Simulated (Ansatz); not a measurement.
Cubic perovskite CsPbBr3 (cubic high-temperature phase), treated with RPBE (Ansatz, a quantum-chemistry and plane-wave program, PAW).

The input as run:

Ansatz 0.2 input:
```yaml
crystal:
  lattice:
    - [6.0110365618, 0.0, 0.0]
    - [0.0, 6.0110365618, 0.0]
    - [0.0, 0.0, 6.0110365618]
  atoms:
    - { symbol: Cs, position: [0.0, 0.0, 0.0] }
    - { symbol: Pb, position: [0.5, 0.5, 0.5] }
    - { symbol: Br, position: [0.5, 0.0, 0.5] }
    - { symbol: Br, position: [0.0, 0.5, 0.5] }
    - { symbol: Br, position: [0.5, 0.5, 0.0] }
basis:
  ecutwfc: 520
  ecutrho_ratio: 4
  xc_grid: 2
kpoints:
  mp_grid: { grid: [6, 6, 6] }
hamiltonian:
  xc: rpbe
  dispersion: none
  pseudopotentials: { kind: paw }
scf:
  occupations: { method: fermi_dirac, width: 0.01 }
  convergence: { dr2_threshold: 0.0000000005 }
output:
  forces: true
  stress: true
  eigenvalues: true
```

Output (set-up and result lines):

```
Crystal: 5 atoms, lattice volume = 217.194 Å³
Basis set: ecut = 520 eV, 5743 PW (Γ), exchange–correlation on 90×90×90 points (8 copies of the dense FFT grid, shifted against one another)
Bands: 27, of which v1, the nominal top of the filled ones, is band 22 counted from 1 (21 counted from 0)
Symmetry: 48 space group operations
Space group: Pm-3m (ITA 221), of the structure as read, at distance tolerance 6.0e-5 Å
k-points: 20 of 216
Functional: x = rpbe, c = pbe(β = 0.06672455060314922)
SCF iter   1: F=—  HF=-25977.220856 eV  |F-HF|=—  |Δ(HF+E_count)|=         —  Δρ=2.06e-3  dr2=1.37e-2
SCF iter   2: F=—  HF=-25977.218355 eV  |F-HF|=—  |Δ(HF+E_count)|=   2.50e-3  Δρ=9.81e-4  dr2=2.80e-3
  ...
SCF iter   7: F=—  HF=-25977.218475 eV  |F-HF|=—  |Δ(HF+E_count)|=   1.17e-7  Δρ=5.73e-7  dr2=8.20e-10
SCF iter   8: F=-25977.218475 eV  HF=-25977.218475 eV  |F-HF|=8.00e-11  |Δ(HF+E_count)|=   3.07e-9  Δρ=1.10e-7  dr2=2.66e-11
SCF 1 converged in 8 iterations: F = -25977.218475 eV  dr2 = 2.66e-11
SCF converged after 8 iterations
Free energy (F): -25977.218475 eV
Internal energy: -25977.218475 eV  (E = F + TS)
E sigma→0 (E₀):  -25977.218475 eV
Fermi energy:    3.960887 eV
--- Forces (eV/Å), atoms counted from 1 ---
  atom   1  Cs    -0.00000000     0.00000000    -0.00000000
  atom   2  Pb     0.00000000    -0.00000000     0.00000000
  atom   3  Br    -0.00000000     0.00000000     0.00000000
  atom   4  Br     0.00000000    -0.00000000     0.00000000
  atom   5  Br    -0.00000000    -0.00000000    -0.00000000
--- Stress (GPa, compression-positive) ---
        1.103459       0.000000       0.000000
       -0.000000       1.103459       0.000000
        0.000000       0.000000       1.103459
  P = ⅓ Tr σ = 1.1035 GPa (11.035 kbar)
```

The cell is one volume of an energy–volume scan, off the minimum.

The PAW data were made under PBE.

Note: held by symmetry at 0 K, a high-temperature phase can be a saddle point.
